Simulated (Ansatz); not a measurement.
Results of LDA in Ansatz (PAW) for SrScHO2 (model structure, started from the SrVO2H type, P4/mmm, No. 123, 5 atoms in the cell).

From the output:

```
Crystal: 5 atoms, lattice volume = 63.763 Å³
Basis set: ecut = 520 eV, 1719 PW (Γ), exchange–correlation on 64×64×60 points (8 copies of the dense FFT grid, shifted against one another)
Bands: 22, of which v1, the nominal top of the filled ones, is band 17 counted from 1 (16 counted from 0)
Symmetry: 16 space group operations
Space group: P4/mmm (ITA 123), of the structure as read, at distance tolerance 4.0e-5 Å
k-points: 90 of 640
Functional: x = slater, c = lda
SCF iter   1: F=—  HF=-6667.257618 eV  |F-HF|=—  |Δ(HF+E_count)|=         —  Δρ=1.69e-2  dr2=1.70e-1
SCF iter   2: F=—  HF=-6667.224380 eV  |F-HF|=—  |Δ(HF+E_count)|=   3.32e-2  Δρ=7.46e-3  dr2=1.93e-2
  ...
SCF iter   7: F=—  HF=-6667.218994 eV  |F-HF|=—  |Δ(HF+E_count)|=   1.34e-6  Δρ=3.58e-6  dr2=7.08e-9
SCF iter   8: F=-6667.218994 eV  HF=-6667.218994 eV  |F-HF|=5.82e-11  |Δ(HF+E_count)|=  5.86e-10  Δρ=5.32e-7  dr2=2.18e-10
SCF 1 converged in 8 iterations: F = -6667.218994 eV  dr2 = 2.18e-10
SCF converged after 8 iterations
Free energy (F): -6667.218994 eV
Internal energy: -6667.218994 eV  (E = F + TS)
E sigma→0 (E₀):  -6667.218994 eV
Fermi energy:    9.421946 eV
--- Forces (eV/Å), atoms counted from 1 ---
  atom   1  Sr     0.00000000     0.00000000     0.00000000
  atom   2  Sc     0.00000000     0.00000000     0.00000000
  atom   3  O      0.00000000     0.00000000     0.00000000
  atom   4  O      0.00000000     0.00000000     0.00000000
  atom   5  H     -0.00000000     0.00000000     0.00000000
--- Stress (GPa, compression-positive) ---
       -4.230963       0.000000       0.000000
        0.000000      -4.230963       0.000000
        0.000000       0.000000      -3.117870
  P = ⅓ Tr σ = -3.8599 GPa (-38.599 kbar)
```

Write an input file that could have produced this run (the log leaves some choices open).

Several could match; the one computed here: 
Ansatz 0.2 input:
```yaml
crystal:
  lattice:
    - [4.0871016477, 0.0, 0.0]
    - [0.0, 4.0871016477, 0.0]
    - [0.0, 0.0, 3.8171643569]
  atoms:
    - { symbol: Sr, position: [0.5, 0.5, 0.5] }
    - { symbol: Sc, position: [0.0, 0.0, 0.0] }
    - { symbol: O, position: [0.5, 0.0, 0.0] }
    - { symbol: O, position: [0.0, 0.5, 0.0] }
    - { symbol: H, position: [0.0, 0.0, 0.5] }
basis:
  ecutwfc: 520
  ecutrho_ratio: 4
  xc_grid: 2
kpoints:
  mp_grid: { grid: [8, 8, 10] }
  band_path:
    path:
      - [0.0, 0.0, 0.0]
      - [0.0, 0.071429, 0.0]
      - [0.0, 0.142857, 0.0]
      - [0.0, 0.214286, 0.0]
      - [0.0, 0.285714, 0.0]
      - [0.0, 0.357143, 0.0]
      - [0.0, 0.428571, 0.0]
      - [0.0, 0.5, 0.0]
      - [0.071429, 0.5, 0.0]
      - [0.142857, 0.5, 0.0]
      - [0.214286, 0.5, 0.0]
      - [0.285714, 0.5, 0.0]
      - [0.357143, 0.5, 0.0]
      - [0.428571, 0.5, 0.0]
      - [0.5, 0.5, 0.0]
      - [0.454545, 0.454545, 0.0]
      - [0.409091, 0.409091, 0.0]
      - [0.363636, 0.363636, 0.0]
      - [0.318182, 0.318182, 0.0]
      - [0.272727, 0.272727, 0.0]
      - [0.227273, 0.227273, 0.0]
      - [0.181818, 0.181818, 0.0]
      - [0.136364, 0.136364, 0.0]
      - [0.090909, 0.090909, 0.0]
      - [0.045455, 0.045455, 0.0]
      - [0.0, 0.0, 0.0625]
      - [0.0, 0.0, 0.125]
      - [0.0, 0.0, 0.1875]
      - [0.0, 0.0, 0.25]
      - [0.0, 0.0, 0.3125]
      - [0.0, 0.0, 0.375]
      - [0.0, 0.0, 0.4375]
      - [0.0, 0.0, 0.5]
      - [0.0, 0.071429, 0.5]
      - [0.0, 0.142857, 0.5]
      - [0.0, 0.214286, 0.5]
      - [0.0, 0.285714, 0.5]
      - [0.0, 0.357143, 0.5]
      - [0.0, 0.428571, 0.5]
      - [0.0, 0.5, 0.5]
      - [0.071429, 0.5, 0.5]
      - [0.142857, 0.5, 0.5]
      - [0.214286, 0.5, 0.5]
      - [0.285714, 0.5, 0.5]
      - [0.357143, 0.5, 0.5]
      - [0.428571, 0.5, 0.5]
      - [0.5, 0.5, 0.5]
      - [0.454545, 0.454545, 0.5]
      - [0.409091, 0.409091, 0.5]
      - [0.363636, 0.363636, 0.5]
      - [0.318182, 0.318182, 0.5]
      - [0.272727, 0.272727, 0.5]
      - [0.227273, 0.227273, 0.5]
      - [0.181818, 0.181818, 0.5]
      - [0.136364, 0.136364, 0.5]
      - [0.090909, 0.090909, 0.5]
      - [0.045455, 0.045455, 0.5]
      - [0.0, 0.5, 0.0625]
      - [0.0, 0.5, 0.125]
      - [0.0, 0.5, 0.1875]
      - [0.0, 0.5, 0.25]
      - [0.0, 0.5, 0.3125]
      - [0.0, 0.5, 0.375]
      - [0.0, 0.5, 0.4375]
      - [0.5, 0.5, 0.0625]
      - [0.5, 0.5, 0.125]
      - [0.5, 0.5, 0.1875]
      - [0.5, 0.5, 0.25]
      - [0.5, 0.5, 0.3125]
      - [0.5, 0.5, 0.375]
      - [0.5, 0.5, 0.4375]
    npoints: 1
hamiltonian:
  xc: lda
  dispersion: none
  pseudopotentials: { kind: paw }
scf:
  occupations: { method: fermi_dirac, width: 0.01 }
  convergence: { dr2_threshold: 0.0000000005 }
output:
  forces: true
  stress: true
  eigenvalues: true
  write_bands: true
```

The PAW data were made under PBE.

Note: the relaxation could raise the start's symmetry but not lower it, so the cell can be a saddle point. Note: cell and atoms aren't relaxed at this level (pressure -3.9 GPa).

Computing time: around 14 core-seconds (rough).

A model structure was made by putting elements into a prototype or built by hand; it is no filed structure, need not be a known phase, and can be a saddle point held by its symmetry.

Ansatz is a first-principles code.
